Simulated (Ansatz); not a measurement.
The starting structures come from a database of crystals and need not be the phases stable at ambient conditions.

The decay constant κ of evanescent states in the gap governs leakage through a thin film.

```
CELL_PARAMETERS angstrom
      7.14208     0.00000     0.00000
      3.57104     7.30985    -0.07266
      3.57104    -0.56179     1.98373
ATOMIC_POSITIONS crystal
  Li 0.56459 0.10207 0.10207
  Li 0.73126 0.60207 0.60207
  B  0.12888 0.53779 0.53779
  B  0.29555 0.03779 0.03779
  H  0.30173 0.36494 0.36494
  H  0.46840 0.86494 0.86494
  H  0.23056 0.59672 0.11488
  H  0.07600 0.09672 0.09672
  H  0.74872 0.59672 0.07857
  H  0.07600 0.09672 0.57857
  H  0.23056 0.59672 0.59672
  H  0.55784 0.09672 0.61488
```

Space group of this cell: P6_3mc. The cell was relaxed by PBE-D3(BJ); by r2SCAN its mean pressure is 0.5 GPa.

Transport runs along the normal of the first two printed cell vectors, the (111) plane of the conventional cell.

The gap is the functional's own. No spin-orbit coupling. Mid-gap values are interpolated on the energy grid.

Question: Estimate the band gap and the smallest decay constant κ at mid-gap that r2SCAN run with Ansatz (an electronic-structure program) returns for this system.

Answer: Gap 7.28 eV on a 16×16×16 mesh; κ = 0.458 1/Å, at the zone centre.
